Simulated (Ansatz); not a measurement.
Relaxation of the outer planes of the (11-21) surface of hcp Zr in its 1x1 cell, outermost plane spacing 0.77 Å in the ideal cut.

These are PBE (plane waves to 420 eV, PAW; Ansatz, a quantum-chemistry and plane-wave program) values and carry that method's errors.

Set-up: 14 atoms, 10.0 Å thick at the start (thin: gaps and levels are the slab's own); mesh 8x7x1; 0.1 eV smearing; dipole correction on; all atoms relaxed; start symmetry kept, larger cells not searched; no spin, no spin-orbit, no U.

| plane | atoms | bulk spacing to the next (Å) | relaxed spacing (Å) | change (%) | rumpling (Å) |
|---|---|---|---|---|---|
| 1 | Zr | 0.771 | ___ | ___ | 0.00 |
| 2 | Zr | 0.771 | 0.654 | -15.2 | 0.00 |

Q: What belongs in the gaps?

A: 
- 1, relaxed spacing (Å): 0.621
- 1, change (%): -19.5
